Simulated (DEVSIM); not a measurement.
**abrupt Si p-n junction**

Structure: abrupt Si p-n junction, at 300 K.

```
layer (left to right)  material  thickness (μm)  Nd (cm⁻³)  Na (cm⁻³)   τn (s)   τp (s)
---------------------  --------  --------------  ---------  ---------  -------  -------
1                            Si            2.50          -     4.3e15   0.0029  0.00029
2                            Si           0.880     2.5e16          -  0.00029  0.00029
```

Left contact: ohmic. Right contact: ohmic. Voltage is applied to the left contact. Recombination: SRH at mid-gap, Auger. Mobility is μmin + (μ − μmin)/(1 + (N/Nref)^α).

The device is made up for the run: typed textbook-type constants, with dimensions and the other settings drawn at random. Values at 300 K.

```csv
parameter,Si
gap (eV),1.124
affinity (eV),4.05
permittivity,11.7
Nc (cm⁻³),2.86e19
Nv (cm⁻³),3.1e19
μn (cm²/Vs),1417
μp (cm²/Vs),470
"μn,min",52
"μp,min",45
"Nref,n",9.7e16
"Nref,p",2.2e17
αn,0.68
αp,0.72
Cn (cm⁶/s),2.8e-31
Cp (cm⁶/s),9.9e-32
```

Model (solved in DEVSIM): 1D drift-diffusion, Boltzmann statistics, complete ionisation; no tunnelling, impact ionisation, image-force lowering or self-heating.

The potential step across the device at zero bias is 0.712 V, the largest field in the device at zero bias is 27000 V/cm and the dark forward voltage at 1 A/cm² is 0.545 V. The dark forward voltage at 100 A/cm² is 0.682 V.

Dark reverse current:

```csv
V (V),J (A/cm²)
-0.40,-8.3e-10
-1.00,-8.9e-10
-2.00,-9.9e-10
-3.00,-1.1e-9
-4.00,-1.2e-9
-6.00,-1.4e-9
-8.00,-1.6e-9
-10.00,-1.9e-9
-13.00,-2.5e-9
-16.00,-3.6e-9
-20.00,-7.4e-9
```

Small-signal capacitance in reverse bias (quasi-static):

| V (V) | C (nF/cm²) |
|---|---|
| -0.4 | 16.9 |
| -1 | 13.5 |
| -2 | 10.7 |
| -3 | 9.12 |
| -4 | 8.08 |
| -6 | 6.76 |
| -8 | 5.93 |
| -10 | 5.34 |
| -13 | 4.72 |
| -16 | 4.27 |
| -20 | 3.84 |
